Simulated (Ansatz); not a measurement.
System: WAg (model structure, Cmcm, No. 63, 4 atoms in the cell). Method: PBEsol (Ansatz, a program for electronic structure, plane waves, PAW).

Settings: plane-wave cutoff 520 eV, 18×18×14 k mesh (along the axes of the cell as run), Fermi–Dirac smearing 0.05 eV, no spin polarisation, scalar-relativistic PAW data made under PBE.

Cell (relaxed at this level):

```xyz
4
Lattice="1.3413 -5.4496 0.0000 1.3413 5.4496 0.0000 0.0000 0.0000 4.4755" Properties=species:S:1:pos:R:3 pbc="T T T"
Ag     1.3413    -2.0126     1.1189
W      1.3413    -4.8107     1.1189
Ag     1.3413     2.0126     3.3566
W      1.3413     4.8107     3.3566
```

Task: Give the computed bulk modulus B0.

Result: 
- bulk modulus B0 = 196 GPa

Note: the run has no spin polarisation, so it can have missed a magnetic state; the bulk modulus is −V dP/dV from two relaxed cells at ±2 % in volume; the relaxation could raise the start's symmetry but not lower it, so the cell can be a saddle point.

Spin–orbit coupling is not included.

The computed numbers hold no vibrational or temperature effects.

A model structure was made by putting elements into a prototype or built by hand; it is no filed structure, need not be a known phase, and can be a saddle point held by its symmetry.
